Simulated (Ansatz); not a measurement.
**Hypothetical diamond Na: response to strain**

Consider Na in the diamond structure (space group Fd-3m, No. 227; a = 7.489 Å; a hypothetical phase, not in the database extracts checked; relaxed with 0.1 eV smearing). Axes: x, y, z lie along the cube axes.

Strains are applied to the cell and any free atomic positions relax; under biaxial strain the out-of-plane vector relaxes too.

Calculations: Kohn–Sham DFT with the PBEsol functional, run in Ansatz (a quantum-chemistry and plane-wave program) with PAW and 420 eV plane waves, spin-orbit coupling left out.

Notes on the quantities. energy relative to the base: free energy F; pressure: mean of the normal stresses, compression positive.

```csv
case,energy relative to the base,pressure,shortest interatomic distance
base,0 meV/atom,0.0 GPa,3.243 Å
"biaxial strain +4.00 %, plane normal [001], relaxed out of plane",-134 meV/atom,3.2 GPa,2.915 Å
isotropic strain −2.35 %,+2.8 meV/atom,0.3 GPa,3.167 Å
tensor shear ε_yz = −0.68 %,-0.2 meV/atom,0.0 GPa,3.234 Å
tensor shear ε_xz = −0.51 %,-0.1 meV/atom,0.0 GPa,3.237 Å
```

Whether these cells are dynamically stable was not tested. Under biaxial strain +4.00 %, plane normal [001], relaxed out of plane the cell ends below the base's energy or with stress of the wrong sign: the atoms slid into a distortion or the cell is elastically unstable, so the base is not a stable minimum at this level.
